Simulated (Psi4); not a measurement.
Psi4 1.11, B3LYP/def2-svp: B(OH)(OMe)(SMe) (COB(O)SC), 13 atoms. The geometry is a generated start, not checked to be a minimum at this level.

```json
{
  "task": "energy",
  "method": "b3lyp",
  "basis": "def2-svp",
  "memory": "3 GB",
  "maxiter": "100",
  "keys_of_the_molecule_block": "symmetry c1",
  "scf_type": "df (default)",
  "e_convergence": "1e-06 (default)",
  "d_convergence": "1e-06 (default)",
  "dft_radial_points": "75 (default)",
  "dft_spherical_points": "302 (default)",
  "basis_functions": "123",
  "grid_points": "277039"
}
```

```xyz
13

B      0.5908     0.4726     0.6669
O      0.9892     1.6342     1.2311
H      0.6325     2.4492     0.8782
O     -0.2901     0.3180    -0.3523
C     -0.9823     1.3483    -1.0149
H     -0.5402     2.3347    -0.8410
H     -0.9574     1.1308    -2.0841
H     -2.0202     1.3604    -0.6712
S      1.3179    -1.0486     1.3264
C      0.4353    -2.3171     0.3486
H     -0.6213    -2.2831     0.5906
H      0.8599    -3.2735     0.6300
H      0.5860    -2.1260    -0.7083
```

With the defaults (diis = true, scf_initial_accelerator = adiis, damping_percentage = 0, level_shift = 0, level_shift_cutoff = 0.01, diis_max_vecs = 10, soscf = false, guess = auto, which took SAD) it converges in 9 SCF iterations. One run each on 2 threads, with these changes:
- diis_max_vecs = 3
- diis_max_vecs = 6
- diis = false, scf_initial_accelerator = none, damping_percentage = 60
- damping_percentage = 60
- scf_initial_accelerator = ediis
- soscf = true
- guess = modhuckel
- level_shift = 0.1, level_shift_cutoff = 0.001
- guess = huckel

Q: Name the settings that don't reach the solution of the defaults.

A: No convergence: diis = false, scf_initial_accelerator = none, damping_percentage = 60 (the run ends without SCF convergence in 100 iterations). The rest reach the solution of the defaults.

| setting | SCF iterations | JK calls | end |
|---|---|---|---|
| soscf = true | 6 | 17 | same solution |
| the defaults | 9 | 10 | same solution |
| level_shift = 0.1, level_shift_cutoff = 0.001 | 9 | 10 | same solution |
| scf_initial_accelerator = ediis | 9 | 10 | same solution |
| diis_max_vecs = 6 | 10 | 11 | same solution |
| guess = modhuckel | 10 | 38 | same solution |
| guess = huckel | 10 | 38 | same solution |
| diis_max_vecs = 3 | 14 | 15 | same solution |
| damping_percentage = 60 | 64 | 65 | same solution |
| diis = false, scf_initial_accelerator = none, damping_percentage = 60 | 100 | 101 | no convergence |

An SOSCF iteration holds several JK calls; a Hückel guess adds calls on atoms.
